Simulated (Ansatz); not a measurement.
# A computed series for TiB2: response to strain

Base system: TiB₂ (space group P6/mmm, No. 191; a = 2.994 Å, c = 3.160 Å). Axes: x lies along a and z along c of the hexagonal cell.

Strains are applied to the cell and any free atomic positions relax.

Calculations: plane-wave PAW DFT at the LDA level (Ansatz, a first-principles code, 420 eV), no spin-orbit coupling.

Candidates:
(a) uniaxial strain ε_xx = −2.50 %
(b) uniaxial strain ε_xx = +3.00 %
(c) uniaxial strain ε_xx = +2.50 %
(d) uniaxial strain ε_xx = −1.50 %
(e) uniaxial strain ε_xx = −2.00 %

Notes on the quantities. energy relative to the base: free energy F.

Question: Order them by energy relative to the base, lowest first.

Answer: (d) uniaxial strain ε_xx = −1.50 % (+4.2 meV/atom), (e) uniaxial strain ε_xx = −2.00 % (+7.5 meV/atom), (c) uniaxial strain ε_xx = +2.50 % (+11 meV/atom), (a) uniaxial strain ε_xx = −2.50 % (+12 meV/atom), (b) uniaxial strain ε_xx = +3.00 % (+15 meV/atom)

The mesh was chosen for an insulator and is coarse for the gapless case. Without a gap, meshes like the base's 13×13×10 leave anisotropic stresses uncertain by several tenths of a GPa, and small strain energies with them. No phonon test of stability was made. The final runs are not spin-polarised.
